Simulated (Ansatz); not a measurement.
Charge-transition levels above the valence-band maximum in wurtzite AlN (eV), each at one geometry relaxed with PBE and evaluated in Ansatz (a quantum-chemistry and plane-wave program) with PBE, r2SCAN. Host gaps: PBE 4.03 eV, r2SCAN 4.67 eV. Cell and caveats: 96-site cell; 2×2×2 shifted k-points; charged states image-corrected; no spin–orbit coupling; no Hubbard U; corrections pass 1 eV, so highly charged states may be off by several tenths; flagged in the runs: for some of the defects a host whose relaxation on this sampling wasn't shown to rest, a strain field that reaches the edge of the cell.

```csv
defect,x: PBE (eV),y: r2SCAN (eV)
C on the N site (0/−1),0.91,1.19
Bi on the N site (+1/0),1.38,1.57
Ni on the Al site (0/−1),1.95,2.00
Mn on the Al site (0/−1),2.02,2.00
Nb on the Al site (+2/+1),2.12,2.27
Zr on the Al site + N vacancy (+1/0),2.44,2.68
"C on the Al site (broken-bond start) [the Al site; started 0.95 Å off site, one bond broken] (+1/0)",3.05,3.08
Ni on the Al site (−1/−2),3.46,4.13
Fe on the Al site (0/−1),2.72,?
```

Task: Fit a straight line to the 8 complete rows and predict the last.

Result: Means: x = 2.166, y = 2.365; Sxx = 4.796, Sxy = 5.239. Slope 5.239 / 4.796 = 1.09, intercept 2.365 − 1.09 × 2.166 = 0.00 eV; the rows scatter by 0.22 eV about the line, and R² = 0.95. Prediction: 0.00 + 1.09 × 2.72 = 2.96 eV. The calculation gave 3.08 eV, 0.12 eV above the line, within its scatter.
